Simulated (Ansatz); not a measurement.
Results of r²SCAN (Ansatz, a first-principles code, PAW) for SnSe (model structure, started from the zincblende type, F-43m, No. 216, 2 atoms in the cell).

Settings: plane-wave cutoff 500 eV, 10×10×10 k mesh, Fermi–Dirac smearing 0.05 eV, scalar-relativistic PAW data made under PBE.

Cell (relaxed at this level):

```
SnSe
1.0
    0.00000     3.36242     3.36242
    3.36242     0.00000     3.36242
    3.36242     3.36242     0.00000
Se Sn
1 1
Cartesian
  1.68121   1.68121   1.68121
  0.00000   0.00000   0.00000
```

**Question.** Give the computed band gap.

**Answer.** 
- band gap = 0.11 eV (under three smearing widths, so not firm)

Note: the relaxation could raise the start's symmetry but not lower it, so the cell can be a saddle point.

Spin–orbit coupling is not included.

A model structure was made by putting elements into a prototype or built by hand; it is no filed structure, need not be a known phase, and can be a saddle point held by its symmetry.
